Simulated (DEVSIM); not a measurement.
Device: Cr/Al2O3/SiO2/p-Si capacitor, at 300 K.

| layer (left to right) | material | thickness (nm) | Na (cm⁻³) |
|---|---|---|---|
| 1 | Al2O3 | 17.0 | - |
| 2 | SiO2 | 1.50 | - |
| 3 | Si | 610 | 9e17 |

Metal gate on the left, work function 4.5 eV. Fixed charge at the semiconductor interface -2.2e10 cm⁻² (in units of +e); no interface traps.

The device is made up for the run: typed textbook-type constants, with dimensions and the other settings drawn at random. Values at 300 K.

| parameter | Al2O3 | SiO2 | Si |
|---|---|---|---|
| gap (eV) | 6.8 | 9 | 1.124 |
| affinity (eV) | 1.35 | 0.9 | 4.05 |
| permittivity | 9 | 3.9 | 11.7 |
| Nc (cm⁻³) | - | - | 2.86e19 |
| Nv (cm⁻³) | - | - | 3.1e19 |

Model (solved in DEVSIM): 1D Poisson equation in equilibrium, Boltzmann statistics, complete ionisation; no quantum confinement or tunnelling. Metal contacts follow the ideal Schottky-Mott rule: no Fermi-level pinning, no interface dipoles.

Problem. Tabulate band edges, carrier densities and field at 0.6 V on the gate.

Solution. Energies count from the Fermi level of the right contact; mesh points crowd at the junctions.

| x (μm) | Ec (eV) | Ev (eV) | n (cm⁻³) | p (cm⁻³) | field (V/cm) |
|---|---|---|---|---|---|
| 0.000 | 2.550 | -4.250 | < 1e2 | < 1e2 | 400000 |
| 0.001216 | 2.599 | -4.201 | < 1e2 | < 1e2 | 400000 |
| 0.003672 | 2.697 | -4.103 | < 1e2 | < 1e2 | 400000 |
| 0.008194 | 2.879 | -3.921 | < 1e2 | < 1e2 | 400000 |
| 0.01400 | 3.112 | -3.688 | < 1e2 | < 1e2 | 400000 |
| 0.01613 | 3.198 | -3.602 | < 1e2 | < 1e2 | 400000 |
| 0.01716 | 3.697 | -5.303 | < 1e2 | < 1e2 | 930000 |
| 0.01802 | 3.778 | -5.222 | < 1e2 | < 1e2 | 930000 |
| 0.01886 | 0.682 | -0.442 | 9.8e7 | 1.2e12 | 300000 |
| 0.02065 | 0.734 | -0.390 | 1.3e7 | 8.7e12 | 280000 |
| 0.02431 | 0.825 | -0.299 | 390000 | 3.0e14 | 220000 |
| 0.03654 | 0.999 | -0.126 | 480 | 2.4e17 | 65000 |
| 0.05910 | 1.032 | -0.092 | 130 | 8.9e17 | 530 |
| 0.1051 | 1.032 | -0.091 | 130 | 9.0e17 | ≈ 0 |
| 0.2591 | 1.032 | -0.091 | 130 | 9.0e17 | ≈ 0 |
| 0.4452 | 1.032 | -0.091 | 130 | 9.0e17 | ≈ 0 |
| 0.5448 | 1.032 | -0.091 | 130 | 9.0e17 | ≈ 0 |
| 0.5893 | 1.032 | -0.091 | 130 | 9.0e17 | ≈ 0 |
| 0.6150 | 1.032 | -0.091 | 130 | 9.0e17 | ≈ 0 |
| 0.6229 | 1.032 | -0.091 | 130 | 9.0e17 | ≈ 0 |
| 0.6265 | 1.032 | -0.091 | 130 | 9.0e17 | ≈ 0 |
| 0.6285 | 1.032 | -0.091 | 130 | 9.0e17 | ≈ 0 |
